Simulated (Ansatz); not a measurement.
**WS₂ (model structure, C2/m, No. 12, 6 atoms in the cell)**

These are LDA in Ansatz (PAW) values and carry that method's errors.

Numerical settings: plane-wave cutoff 520 eV, 18×18×10 k mesh (along the axes of the cell as run), Fermi–Dirac smearing 0.05 eV, no spin polarisation, scalar-relativistic PAW data made under PBE.

Cell (relaxed at this level):

```
CELL_PARAMETERS angstrom
      6.48358    -1.59220    -0.31889
      6.48358     1.59220    -0.31889
     -2.49550     0.00000     5.08504
ATOMIC_POSITIONS crystal
  S  0.13714 0.13714 0.45626
  S  0.59982 0.59982 0.91686
  S  0.40018 0.40018 0.08314
  S  0.86286 0.86286 0.54374
  W  0.75671 0.75671 0.80879
  W  0.24329 0.24329 0.19121
```

```
Item               Result
---------------  --------
bulk modulus B0  44.7 GPa
```

Note: the run has no spin polarisation, so it can have missed a magnetic state; the bulk modulus is −V dP/dV from two relaxed cells at ±2 % in volume; the relaxation could raise the start's symmetry but not lower it, so the cell can be a saddle point.

Spin–orbit coupling is not included; it can open a gap where bands touch, and shift volumes and moduli.

The computed numbers hold no vibrational or temperature effects.

Computing time: about 17 core-minutes (a rough figure).

A model structure was made by putting elements into a prototype or built by hand; it is no filed structure, need not be a known phase, and can be a saddle point held by its symmetry.

Ansatz is a program for electronic structure.
